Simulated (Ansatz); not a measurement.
Base system: SrZrO3 in the cubic perovskite structure (space group Pm-3m, No. 221; a = 4.130 Å).

Levels (all Ansatz, a quantum-chemistry and plane-wave program, PAW): PBEsol (420 eV, without spin-orbit coupling); HSE06 (420 eV, no SOC).

Its gap is 3.31 eV with PBEsol and 4.90 eV with HSE06.

Perturbation: Ti takes the place of Zr on all its sites, then cell and atoms are relaxed.

With PBEsol the gap becomes 1.85 eV.

Task: If the HSE06 correction stayed the same, what would the HSE06 gap be, and what does the HSE06 run give?

Result: A rigid correction of +1.59 eV gives 3.44 eV. The HSE06 run gives 3.37 eV, so the correction itself changes by -0.07 eV.

Single points use the geometry relaxed with PBEsol. HSE06 was sampled on its mesh, a few special points and the semilocal edge points, so its gap is an upper bound. Whether these cells are dynamically stable was not tested. All final runs are without spin polarisation. Many cubic perovskites are stable only at high temperature; tilts and polar distortions were not tested.
